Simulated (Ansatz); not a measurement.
# Pressure series in WC

The reference is WC (space group P-6m2, No. 187; a = 2.884 Å, c = 2.812 Å).

Cell and atoms are relaxed at each pressure.

Level of theory: Kohn–Sham DFT with the LDA functional, run in Ansatz (a program for electronic structure) with PAW and 420 eV plane waves, no spin-orbit coupling.

| P (GPa) | V (Å³/atom) |
|---|---|
| -1.99 | 10.175 |
| -0.99 | 10.151 |
| 0.89 | 10.105 |
| 2.09 | 10.077 |
| 4.48 | 10.022 |
| 9.00 | 9.922 |
| 15.00 | 9.796 |
| 22.50 | 9.650 |
| 30.00 | 9.513 |

Q: Fit a third-order Birch–Murnaghan equation of state.

A: Least squares on P(V) = (3B₀/2)[(V₀/V)^(7/3) − (V₀/V)^(5/3)]·[1 + (3/4)(B₀′ − 4)((V₀/V)^(2/3) − 1)] gives V₀ = 10.13 Å³/atom, B₀ = 421 GPa and B₀′ = 4.2.

Load acts through the strain it causes; cell and atoms are relaxed under it. No phonon test of stability was made. Competing high-pressure phases were not computed. The final runs are not spin-polarised.
